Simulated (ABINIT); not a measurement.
Worked example: self-consistent single point of ScZnPd (Cmcm, 6 atoms in the cell) in ABINIT

Method: PBEsol, PAW (JTH v2.0 PBE PAW, files made for PBE) (plane waves; ABINIT 10.0.3).

Input as run:

```
# ScZnPd, JTH v2.0 PBE PAW
pp_dirpath "./"
pseudos "Sc.GGA_PBE-JTH.xml, Zn.GGA_PBE-JTH.xml, Pd.GGA_PBE-JTH.xml"
acell 5.0389213614 5.0389213614 5.2513800000 Angstrom
rprim
         0.4259889857   -0.9047283482    0.0000000000
         0.4259889857    0.9047283482    0.0000000000
         0.0000000000    0.0000000000    1.0000000000
natom 6
ntypat 3
znucl 21 30 46
typat 1 1 2 2 3 3
xred
         0.7068300000    0.2931700000    0.7500000000
         0.2931700000    0.7068300000    0.2500000000
         0.0000000000    0.0000000000    0.0000000000
         0.0000000000    0.0000000000    0.5000000000
         0.4035400000    0.5964600000    0.7500000000
         0.5964600000    0.4035400000    0.2500000000
ecut 30
pawecutdg 60
pawxcdev 0
ixc -116133
occopt 7
tsmear 0.00183747
nband 52
kptopt 1
ngkpt 5 5 4
nshiftk 1
shiftk 0 0 0
nstep 100
tolvrs 1.0e-11
prtwf 0
prtden 0
enunit 1
```

The program printed (abridged):

```
 Symmetries : space group Cm c m (# 63); Bravais oC (1-face-center ortho.)

 -outvars: echo values of preprocessed input variables --------
            acell      9.5221813782E+00  9.5221813782E+00  9.9236700197E+00 Bohr
             ecut      3.00000000E+01 Hartree
           enunit           1
              ixc     -116133
         kptrlatt        5    0    0      0    5    0      0    0    4
          kptrlen      3.96946801E+01
            natom           6
            nband          52
            ngfft          48      48      50
          ngfftdg          72      72      72
             nkpt          27
            nstep         100
             nsym           8
           ntypat           3
           occopt           7
        pawecutdg      6.00000000E+01 Hartree
         pawxcdev           0
            rprim      4.2598898570E-01 -9.0472834820E-01  0.0000000000E+00
                       4.2598898570E-01  9.0472834820E-01  0.0000000000E+00
                       0.0000000000E+00  0.0000000000E+00  1.0000000000E+00
          spgroup          63
           tolvrs      1.00000000E-11
           tsmear      1.83747000E-03 Hartree
            typat      1  1  2  2  3  3
           useylm           1
             xred      7.0683000000E-01  2.9317000000E-01  7.5000000000E-01
                       2.9317000000E-01  7.0683000000E-01  2.5000000000E-01
                       0.0000000000E+00  0.0000000000E+00  0.0000000000E+00
                       0.0000000000E+00  0.0000000000E+00  5.0000000000E-01
                       4.0354000000E-01  5.9646000000E-01  7.5000000000E-01
                       5.9646000000E-01  4.0354000000E-01  2.5000000000E-01
            znucl       21.00000   30.00000   46.00000

== DATASET  1 ==================================================================

 Real(R)+Recip(G) space primitive vectors, cartesian coordinates (Bohr,Bohr^-1):
 R(1)=  4.0563444 -8.6149874  0.0000000  G(1)=  0.1232637 -0.0580384  0.0000000
 R(2)=  4.0563444  8.6149874  0.0000000  G(2)=  0.1232637  0.0580384  0.0000000
 R(3)=  0.0000000  0.0000000  9.9236700  G(3)=  0.0000000  0.0000000  0.1007692
 Unit cell volume ucvol=  6.9357236E+02 bohr^3
 Angles (23,13,12)=  9.00000000E+01  9.00000000E+01  1.29573442E+02 degrees

 Coarse grid specifications (used for wave-functions):

 getcut: wavevector=  0.0000  0.0000  0.0000  ngfft=  48  48  50
         ecut(hartree)=     30.000   => boxcut(ratio)=   2.04349

 Fine grid specifications (used for densities):

 getcut: wavevector=  0.0000  0.0000  0.0000  ngfft=  72  72  72
         ecut(hartree)=     60.000   => boxcut(ratio)=   2.08075

   1.13926680E+04                                ecore*ucvol(ha*bohr**3)

_setup2: Arith. and geom. avg. npw (full set) are    5441.730    5441.717

--- !BeginCycle
solver: {iscf: 17, nstep: 100, nline: 4, wfoptalg: 10, }
tolerances: {tolvrs: 1.00E-11, }
...

     iter   Etot(hartree)      deltaE(h)  residm     nres2
 ETOT  1  -447.57740384348    -4.476E+02 7.334E+01 5.693E+03
 ETOT  2  -496.09255814558    -4.852E+01 8.707E+00 1.032E+04
 ETOT  3  -480.92950983127     1.516E+01 6.672E+00 2.631E+03
 ETOT  4  -482.49970171794    -1.570E+00 1.584E+00 9.941E+02
 ETOT  5  -481.66124902097     8.385E-01 2.813E-01 4.871E+02
 ETOT  6  -481.10841699409     5.528E-01 3.817E-01 2.933E+02
   [... 38 lines left out ...]
 ETOT 45  -480.29257515463    -2.285E-11 1.629E-03 2.120E-09
 ETOT 46  -480.29257515464    -1.558E-11 9.278E-04 4.364E-10
 ETOT 47  -480.29257515465    -4.206E-12 1.312E-03 2.114E-10
 ETOT 48  -480.29257515465    -4.093E-12 7.047E-04 2.120E-11
 ETOT 49  -480.29257515465     1.535E-12 9.934E-04 7.293E-12

 At SCF step   49       nres2   =  7.29E-12 < tolvrs=  1.00E-11 =>converged.

 Cartesian components of stress tensor (hartree/bohr^3)
  sigma(1 1)=  9.60469630E-05  sigma(3 2)=  0.00000000E+00
  sigma(2 2)=  1.10234735E-04  sigma(3 1)=  0.00000000E+00
  sigma(3 3)=  9.83748554E-05  sigma(2 1)=  0.00000000E+00

 ----iterations are completed or convergence reached----

 reduced coordinates (array xred) for    6 atoms
       0.706830000000      0.293170000000      0.750000000000
       0.293170000000      0.706830000000      0.250000000000
       0.000000000000      0.000000000000      0.000000000000
       0.000000000000      0.000000000000      0.500000000000
       0.403540000000      0.596460000000      0.750000000000
       0.596460000000      0.403540000000      0.250000000000
 cartesian forces (eV/Angstrom) at end:
    1     -0.00000000000000    -0.08056884419287    -0.00000000000000
    2     -0.00000000000000     0.08056884419287    -0.00000000000000
    3     -0.00000000000000     0.00000000000000     0.00000000000000
    4     -0.00000000000000     0.00000000000000     0.00000000000000
    5     -0.00000000000000     0.00426179067377     0.00000000000000
    6     -0.00000000000000    -0.00426179067377     0.00000000000000
 frms,max,avg= 2.6893827E-02 8.0568844E-02   0.000E+00  0.000E+00  0.000E+00 e/A
 length scales=  9.522181378193  9.522181378193  9.923670019713 bohr
              =  5.038921361400  5.038921361400  5.251380000000 angstroms
 Fermi (or HOMO) energy (eV) =   9.72525   Average Vxc (eV)= -11.03582
 Eigenvalues (   eV  ) for nkpt=  27  k points:
 kpt#   1, nband= 52, wtk=  0.01000, kpt=  0.0000  0.0000  0.0000 (reduced coord)
 -75.08806  -75.08551  -40.86146  -40.85785  -40.83666  -40.81803  -40.80573  -40.80524
 -39.73641  -39.71877  -18.48557  -18.47313  -18.47163  -18.46548  -18.39854  -18.36416
   1.44354    2.32373    2.39196    2.43221    2.69329    2.71297    2.71524    2.74698
   3.03310    3.04471    3.08545    5.21819    5.68563    6.01469    6.06135    6.07383
   6.23993    6.64500    6.80591    6.86389    7.00229    7.98598    7.99269    9.14021
   9.26239    9.87665   10.41827   11.03640   11.44277   11.61432   11.72090   12.22245
  12.84748   13.64508   14.21914   15.31206
 prteigrs : prtvol=0 or 1, do not print more k-points.

--- !EnergyTerms
comment             : Components of total free energy in Hartree
kinetic             :  5.19821011525492E+01
hartree             :  9.33621508892204E+01
xc                  : -1.84670111631588E+01
Ewald energy        : -3.34513041267746E+02
psp_core            :  1.64260697219816E+01
local_psp           : -3.18279279303329E+02
spherical_terms     :  2.91965944308929E+01
internal            : -4.80292415539590E+02
'-kT*entropy'       : -1.61277928462114E-04
total_energy        : -4.80292576817519E+02
total_energy_eV     : -1.30694256728900E+04
...

-Cartesian components of stress tensor (GPa)         [Pressure= -2.9878E+00 GPa]
- sigma(1 1)=  2.82579874E+00  sigma(3 2)=  0.00000000E+00
- sigma(2 2)=  3.24321733E+00  sigma(3 1)=  0.00000000E+00
- sigma(3 3)=  2.89428768E+00  sigma(2 1)=  0.00000000E+00

 Calculation completed.
```

The run converged in 49 iterations.

The starting cell comes from a database of computed structures (which also holds hypothetical and non-ambient phases and stackings), without a prior relaxation at this level. Spin polarisation is off. The potentials were made for another functional than the one used.

Cost on one core of a shared machine: roughly 20 min.
